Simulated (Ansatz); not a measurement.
Ansatz (a program for electronic structure) run on LaZn (P4mm, 2 atoms in the cell): self-consistent single point.

Method: PBEsol, default PAW files made with PBE (plane waves; Ansatz).

The change in words: lattice scaled by 0.98; kpoints.mp_grid.grid: 9 9 9 → 7 7 7; scf.occupations.width: 0.1 eV → 0.05 eV. Reference geometry:
```yaml
crystal:
  lattice:
    - [3.76749, 0.00000, 0.00000]
    - [0.00000, 3.76749, 0.00000]
    - [0.00000, 0.00000, 3.76749]
  atoms:
    - { symbol: La, position: [0.00000, 0.00000, 0.01327] }
    - { symbol: Zn, position: [0.50000, 0.50000, 0.50000] }
```

Reference input (self-consistent single point, DFT, PBEsol, plane waves, default PAW files made with PBE): basis.ecutwfc = 420 eV; kpoints.mp_grid.grid = 9 9 9; hamiltonian.xc = pbesol; hamiltonian.pseudopotentials = {kind: paw} (the program's default PAW files); scf.occupations.method = gaussian; scf.occupations.width = 0.1 eV. This run's input differs from it in these lines:

Ansatz 0.2 input:
```diff
@@ -3,5 +3,5 @@
   lattice:
-    - [3.767489, 0.000000, 0.000000]
-    - [0.000000, 3.767489, 0.000000]
-    - [0.000000, 0.000000, 3.767489]
+    - [3.692139, 0.000000, 0.000000]
+    - [0.000000, 3.692139, 0.000000]
+    - [0.000000, 0.000000, 3.692139]
   atoms:
@@ -12,3 +12,3 @@
 kpoints:
-  mp_grid: { grid: [9, 9, 9] }
+  mp_grid: { grid: [7, 7, 7] }
 hamiltonian:
@@ -17,3 +17,3 @@
 scf:
-  occupations: { method: gaussian, width: 0.1 }
+  occupations: { method: gaussian, width: 0.05 }
 output:
```

The program printed (abridged):

```
SCF iter   1: F=—  HF=-9442.731824 eV  |F-HF|=—  |Δ(HF+E_count)|=         —  Δρ=3.71e-3  dr2=4.14e-3  ethr=1.77e-3  ⟨swp⟩=5.0  Hψ=2831  notcnv=0
all-band conjugate gradients solve this SCF's bands
preconditioner: auto → none
SCF iter   2: F=—  HF=-9442.729701 eV  |F-HF|=—  |Δ(HF+E_count)|=   2.12e-3  Δρ=1.20e-3  dr2=5.36e-4  ethr=1.80e-5  ⟨swp⟩=2.0  Hψ=1397  notcnv=0
SCF iter   3: F=—  HF=-9442.729518 eV  |F-HF|=—  |Δ(HF+E_count)|=   1.83e-4  Δρ=1.04e-3  dr2=3.08e-4  ethr=2.33e-6  ⟨swp⟩=2.0  Hψ=930  notcnv=0
SCF iter   4: F=—  HF=-9442.729435 eV  |F-HF|=—  |Δ(HF+E_count)|=   8.27e-5  Δρ=1.24e-4  dr2=5.07e-6  ethr=1.34e-6  ⟨swp⟩=2.0  Hψ=874  notcnv=0
SCF iter   5: F=—  HF=-9442.729421 eV  |F-HF|=—  |Δ(HF+E_count)|=   1.49e-5  Δρ=4.01e-5  dr2=4.15e-7  ethr=2.21e-8  ⟨swp⟩=2.0  Hψ=935  notcnv=0
SCF iter   6: F=-9442.729421 eV  HF=-9442.729421 eV  |F-HF|=8.98e-9  |Δ(HF+E_count)|=   1.41e-7  Δρ=7.14e-6  dr2=9.81e-9  ethr=4.35e-10  ⟨swp⟩=6.5  Hψ=2898  notcnv=0
SCF 1 converged in 6 iterations: F = -9442.729421 eV  dr2 = 9.81e-9
Free energy (F): -9442.729421 eV
Internal energy: -9442.727705 eV  (E = F + TS)
E sigma→0 (E₀):  -9442.728563 eV
Entropy (-TS):   -0.001716 eV (-0.858 meV/atom)
Fermi energy:    11.197592 eV
--- Forces (eV/Å), atoms counted from 1 ---
  atom   1  La     0.00000000     0.00000000    -0.12196719
  atom   2  Zn    -0.00000000     0.00000000     0.12195247
--- Stress (GPa, compression-positive) ---
        0.203947       0.000000      -0.000000
        0.000000       0.203947       0.000000
       -0.000000       0.000000       0.197986
  P = ⅓ Tr σ = 0.2020 GPa (2.020 kbar)
  The stress holds the Pulay correction. Without it, at fixed plane waves, as pw.x and ABINIT print it: P = 0.1797 GPa
```

The run converged in 6 iterations. Against the reference run the free energy goes down by 17.3 meV/atom, the pressure goes from -2.78 to 0.20 GPa and the largest force goes from 0.088 to 0.122 eV/Å.

The starting cell comes from a database of computed structures (which also holds hypothetical and non-ambient phases and stackings), without a prior relaxation at this level. Its lattice was rescaled by up to half a per cent. One atom was moved a little off its site on purpose. For this run, on top of that: lattice scaled by 0.98. Ansatz's pressure includes its estimate of the finite-basis (Pulay) stress.
